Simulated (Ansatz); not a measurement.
The reference is Pd in the fcc (Cu type) structure (space group Fm-3m, No. 225; relaxed with 0.1 eV smearing).

```yaml
crystal:
  lattice:
    - [0.00000, 1.92070, 1.92070]
    - [1.92070, 0.00000, 1.92070]
    - [1.92070, 1.92070, 0.00000]
  atoms:
    - { symbol: Pd, position: [0.00000, 0.00000, 0.00000] }
```

Cartesian axes are those of the cell as printed.

Level of theory: Kohn–Sham DFT with the LDA functional, run in Ansatz (an electronic-structure program) with PAW and 420 eV plane waves, without spin-orbit coupling.

It is then changed as follows: uniaxial strain ε_zz = +0.50 %, all other strain components held at zero; the atoms relax in the strained cell.

Question: What happens to the energy relative to the base and stress?

Answer: The energy rises by 0.3 meV/atom; the stress (xx, yy, zz, yz, xz, xy; compression positive) amounts to (-1.0, -1.0, -1.3, 0.0, 0.0, 0.0) GPa.

Stability against distortions was not tested. The final runs are not spin-polarised.
